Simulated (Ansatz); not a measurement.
# Convergence study of the plane-wave cutoff for Nb2PC (P3m1, 8 atoms in the cell)

```
CELL_PARAMETERS angstrom
      3.33028     0.00000     0.00000
     -1.66514     2.88411     0.00000
      0.00000     0.00000    11.62014
ATOMIC_POSITIONS crystal
  Nb 0.33333 0.66667 0.40433
  Nb 0.66667 0.33333 0.59997
  Nb 0.66667 0.33333 0.90003
  Nb 0.33333 0.66667 0.09997
  P  0.66667 0.33333 0.25000
  P  0.33333 0.66667 0.75000
  C  0.00000 0.00000 0.50000
  C  0.00000 0.00000 0.00000
```

Computed with PBEsol, default PAW files made with PBE (plane waves; Ansatz, a first-principles code).

Base settings: basis.ecutwfc = 30.9 Ry; kpoints.mp_grid.grid = 8 8 1; hamiltonian.xc = pbesol; hamiltonian.pseudopotentials = {kind: paw} (the program's default PAW files); scf.occupations.method = gaussian; scf.occupations.width = 0.0073 Ry.

The second cell is the first with its lattice scaled by 0.98.

The mesh stays at the base's, so the ladder's end is converged at best in this setting alone.

The first pressure column holds Ansatz's estimate of the finite-basis (Pulay) stress, which hides part of the cutoff error; the other is without it.

Only quantities that move along the ladder and can be compared are tabulated.

The count of work is k-points × plane waves × bands × iterations; it is no time. 

The starting cell comes from a database of computed structures (which also holds hypothetical and non-ambient phases and stackings), without a prior relaxation at this level. Its lattice was rescaled by up to half a per cent. One atom was moved a little off its site on purpose. Spin polarisation is off. In the base run, with a pressure of about -10 GPa the cell is away from its equilibrium volume at this level. Without a gap this mesh is coarse (it stands for a supercell whose shortest vector is 12 Å).

```csv
basis.ecutwfc,free energy less the last step's (meV/atom),energy of the compressed cell less the first (meV/atom),pressure (GPa),pressure without the Pulay estimate (GPa),largest difference of a force vector from the last step's (eV/Å),count of work / last
10.7 Ry,8268.66,146.80,6.20,-271.01,0.626,0.058
12.5 Ry,4015.40,-25.12,-7.80,-163.73,1.041,0.072
14 Ry,2178.43,-13.20,-12.23,-106.60,0.599,0.083
15.4 Ry,1242.54,-25.41,-13.17,-71.58,0.262,0.092
16.9 Ry,682.04,-22.77,-10.89,-47.38,0.344,0.10
18.4 Ry,356.27,-13.98,-8.82,-31.29,0.102,0.14
21.7 Ry,73.71,-10.91,-9.10,-15.10,0.051,0.18
24.6 Ry,17.87,-14.15,-9.55,-11.18,0.019,0.19
27.9 Ry,3.91,-14.84,-9.69,-10.06,0.004,0.23
30.9 Ry,1.14,-14.98,-9.71,-9.81,0.001,0.27
33.8 Ry,0.47,-15.00,-9.71,-9.74,0.001,0.31
37.1 Ry,0.30,-15.02,-9.72,-9.72,0.000,0.35
41.5 Ry,0.21,-15.03,-9.72,-9.72,0.000,0.42
46.3 Ry,0.11,-15.03,-9.72,-9.73,0.000,0.49
54 Ry,0.03,-15.04,-9.72,-9.72,0.000,0.62
61.7 Ry,0.02,-15.04,-9.72,-9.72,0.000,0.76
74.2 Ry,0.00,-15.04,-9.72,-9.72,0.000,1.0
```

Coarsest basis.ecutwfc that holds the free energy within 1 meV/atom of the last step, with all finer ones: 33.8 Ry, at 0.31 of the last step's count of work; the step before is off by 1.1 meV/atom.

Coarsest basis.ecutwfc that holds the forces within 0.01 eV/Å of the last step, with all finer ones: 27.9 Ry, at 0.23 of the last step's count of work; the step before is off by 0.019 eV/Å.

Coarsest basis.ecutwfc that holds the pressure within 0.05 GPa of the last step, with all finer ones: 27.9 Ry, at 0.23 of the last step's count of work; the step before is off by 0.17 GPa.

The energy difference between the two cells stays within 1 meV/atom of the last step's from 24.6 Ry on, the total only from 33.8 Ry on: much of the error is common to both cells and cancels.

At the lowest cutoff the pressure without the Pulay estimate lies 261 GPa under the last step's, the usual sign of Pulay stress in an incomplete plane-wave basis.

Keys are those of Ansatz 0.2.
